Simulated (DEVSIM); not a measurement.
System: Pd/Si3N4/p-Si capacitor, at 300 K.

Layer 1 from the left is Si3N4, thickness (nm) 23.0. Layer 2 from the left is Si, thickness (nm) 920, Na (cm⁻³) 3.9e17.

Metal gate on the left, work function 5.2 eV. Fixed charge at the semiconductor interface -9.4e11 cm⁻² (in units of +e); interface traps 1.4e11 cm⁻² eV⁻¹, uniform in energy, neutral level at 0.3 of the gap above the valence band.

The device is made up for the run: typed textbook-type constants, with dimensions and the other settings drawn at random. Values at 300 K.

Si3N4: gap (eV) 5.1, affinity (eV) 2.1, permittivity 7.5. Si: gap (eV) 1.124, affinity (eV) 4.05, permittivity 11.7, Nc (cm⁻³) 2.86e19, Nv (cm⁻³) 3.1e19.

Simulated with DEVSIM: 1D Poisson equation in equilibrium, Boltzmann statistics, complete ionisation; no quantum confinement or tunnelling. Metal contacts follow the ideal Schottky-Mott rule: no Fermi-level pinning, no interface dipoles.

### Question
What does the simulation give for the flat-band voltage, the minimum of the low-frequency capacitance?

### Answer
flat-band voltage 0.64 V; minimum of the low-frequency capacitance 0.128 μF/cm².
